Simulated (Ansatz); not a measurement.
System: MgAlNO (model structure, started from the AlSiCN type, P3m1, No. 156, 4 atoms in the cell). Method: G0W0@PBEsol (Ansatz, a program for electronic structure, hard PAW, contour deformation, complete-basis limit).

Settings: largest k mesh 9×9×4 (not extrapolated in the mesh).

Cell (relaxed with PBEsol):

```yaml
crystal:
  lattice:
    - [3.17908, 0.00000, 0.00000]
    - [-1.58954, 2.75316, 0.00000]
    - [0.00000, 0.00000, 5.08254]
  atoms:
    - { symbol: Al, position: [0.33333, 0.66667, 0.50274] }
    - { symbol: Mg, position: [0.66667, 0.33333, 0.00658] }
    - { symbol: O, position: [0.33333, 0.66667, 0.14127] }
    - { symbol: N, position: [0.66667, 0.33333, 0.59939] }
```

### Question
What does this level give for the band gap?

### Answer

- band gap: 5.34 eV (direct)

Note: the relaxation could raise the start's symmetry but not lower it, so the cell can be a saddle point; the gap holds a correction of +0.34 eV to the complete basis.

The result took very roughly 2.8 core-hours.

A model structure was made by putting elements into a prototype or built by hand; it is no filed structure, need not be a known phase, and can be a saddle point held by its symmetry.
